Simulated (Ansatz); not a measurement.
Reference: ScPd (Pm-3m), PBEsol, DFPT electron-phonon coupling, linearised Boltzmann equation (plane waves, PAW, scalar-relativistic; Ansatz, a program for electronic structure); geometry: relaxed with this functional, without spin-orbit coupling.

Space group Pm-3m (No. 221); a = b = c = 3.268 Å, α = β = γ = 90.00°

```json
[
 {"atom": "Sc", "site": "1b", "symmetry": "m-3m", "x": "0.5000", "y": "0.5000", "z": "0.5000"},
 {"atom": "Pd", "site": "1a", "symmetry": "m-3m", "x": "0.0000", "y": "0.0000", "z": "0.0000"}
]
```

resistivity at 300 K: 11.9 μΩ·cm
mean free path at 300 K: 7.0 nm

Q: Swap Sc for Lu, keeping the structure type. How do these values move?

A: LuPd (Pm-3m): volume per atom 17.5 to 19.5 Å³; resistivity at 300 K falls (11.9 μΩ·cm to 8.3 μΩ·cm); mean free path at 300 K rises (7.0 nm to 10.6 nm).

Q: Replace Pd by Cd on the same sites and relax. What happens?

A: ScCd (Pm-3m): volume per atom 17.5 to 21.2 Å³; resistivity at 300 K rises (11.9 μΩ·cm to 23 μΩ·cm); mean free path at 300 K falls (7.0 nm to 5.4 nm).

Q: Replace Pd by Ag on the same sites and relax. What happens?

A: ScAg (Pm-3m): volume per atom 17.5 to 19.4 Å³; resistivity at 300 K rises (11.9 μΩ·cm to 21 μΩ·cm); mean free path at 300 K falls (7.0 nm to 5.1 nm).

Moves up to 15 % count as about the same. Metals; harmonic phonons alone scatter; means over directions. The mean free path is weighted by the current that each state carries. Halving the electron mesh moves these values by up to 10 %; q meshes are mostly untested. Spin-orbit coupling is left out.

Formula and space group known from diffraction (Crystallography Open Database), not checked to be the room-temperature form: LuPd (Pm-3m), ScAg (Pm-3m), ScPd (Pm-3m). Computed structure with no diffraction record at hand here (it may be known, metastable or hypothetical): ScCd (Pm-3m). The missing spin-orbit coupling matters most for LuPd (Pm-3m).
